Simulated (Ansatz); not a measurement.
The reference is Re in the hcp (Mg type) structure (space group P6_3/mmc, No. 194; a = 2.776 Å, c = 4.481 Å; relaxed with 0.1 eV smearing). Axes: x lies along a and z along c of the hexagonal cell.

The values are results of PBE in Ansatz (plane waves to 420 eV, PAW, scalar-relativistic without spin-orbit coupling), not measurements.

Base values:

| Quantity | Result |
|---|---|
| Volume per atom | 14.96 Å³ |

One thing is altered: compressive biaxial strain of 1.00 % in the plane normal to [001], as in epitaxy on a mismatched substrate; the out-of-plane cell vector and the atoms relax.

Question: What does the calculation give for the volume per atom after the change?

Answer: The volume per atom decreases by 0.20 Å³, from 14.96 Å³ to 14.76 Å³.

Stability against distortions was not tested. The final runs are not spin-polarised.

Ansatz is an electronic-structure program.
